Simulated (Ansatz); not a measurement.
An Ansatz (a first-principles code) run: Lu with a change (uniaxial strain ε_zz = −0.50 %); PBEsol in Ansatz (plane waves to 420 eV, PAW, without spin-orbit coupling).

Input:

Ansatz 0.2 input:
```yaml
crystal:
  lattice:
    - [3.4431748937, 0, 0]
    - [-1.7215874469, 2.9818769276, 0]
    - [0, 0, 5.3400186117]
  atoms:
    - { symbol: Lu, position: [0.6666666667, 0.3333333333, 0.75] }
    - { symbol: Lu, position: [0.3333333333, 0.6666666667, 0.25] }
basis: { ecutwfc: 420, ecutrho_ratio: 4, xc_grid: 2, fft_grid_basis: typed }
kpoints: { mp_grid: { grid: [19, 19, 11] } }
hamiltonian:
  xc: pbesol
  dispersion: none
  pseudopotentials: { kind: paw }
scf: { occupations: { method: fermi_dirac, width: 0.1 }, convergence: { dr2_threshold: 0.0000000002 } }
relax: { f_tol: 0.005, max_steps: 50 }
output: { forces: true, stress: true }
checkpoint: { write: state.ck, write_every: 1000 }
```

Output (explanatory and most iteration lines left out):

```
Relaxation: its limit of steps is 50 (relax.max_steps)
Pseudopotential: Lu, paw, valence charge 25
Crystal: 2 atoms, lattice volume = 54.827 Å³
Basis set: ecut = 420 eV, 1085 PW (Γ), exchange–correlation on 48×48×72 points (8 copies of the dense FFT grid, shifted against one another)
Bands: 31, of which v1, the nominal top of the filled ones, is band 25 counted from 1 (24 counted from 0)
Symmetry: 24 space group operations
Space group: P63/mmc (ITA 194), of the structure as read, at distance tolerance 3.8e-5 Å
k-points: 240 of 3971
Functional: x = pbesol(κ = 0.804, μ = 0.12345679012345678), c = pbesol(β = 0.046)
SCF iter   1: F=—  HF=-29223.028240 eV  |F-HF|=—  |Δ(HF+E_count)|=         —  Δρ=2.59e-3  dr2=3.21e-3  ethr=1.77e-3  ⟨swp⟩=5.2  Hψ=32184  notcnv=0
SCF iter   2: F=—  HF=-29223.020964 eV  |F-HF|=—  |Δ(HF+E_count)|=   7.28e-3  Δρ=1.89e-3  dr2=1.99e-3  ethr=6.41e-6  ⟨swp⟩=3.2  Hψ=20140  notcnv=0
SCF 1 converged in 10 iterations: F = -29223.019714 eV  dr2 = 4.59e-12
relax step   1: F+E_penalty+E_count = -29223.01971381 eV  Δ(F+E_penalty+E_count) = +0.000e0 eV  max|allowed force component| = 3.238e-17 eV/Å  Δτ_max = 0.0000 Å  (10 SCF iters, accepted)
SCF converged after 10 iterations
Free energy (F): -29223.019714 eV
Internal energy: -29222.919299 eV  (E = F + TS)
E sigma→0 (E₀):  -29222.969506 eV
Entropy (-TS):   -0.100415 eV (-50.207 meV/atom)
Fermi energy:    14.522318 eV
--- Forces (eV/Å), atoms counted from 1 ---
  atom   1  Lu    -0.00000000     0.00000000     0.00000000
  atom   2  Lu     0.00000000    -0.00000000     0.00000000
--- Stress (GPa, compression-positive) ---
        0.122300       0.000000       0.000000
        0.000000       0.122300      -0.000000
        0.000000      -0.000000       0.504327
  P = ⅓ Tr σ = 0.2496 GPa (2.496 kbar)
--- Relaxed structure (1 steps of the walk, 1 accepted, 0 SCFs on fresh bases) ---
  atoms:
    - { symbol: Lu, position: [0.6666666666666665, 0.3333333333333333, 0.75] }
    - { symbol: Lu, position: [0.33333333333333326, 0.6666666666666666, 0.25] }
```

No phonon test of stability was made. The cell was made from Lu in the hcp (Mg type) structure (space group P6_3/mmc, No. 194) by this change: uniaxial strain ε_zz = −0.50 %.
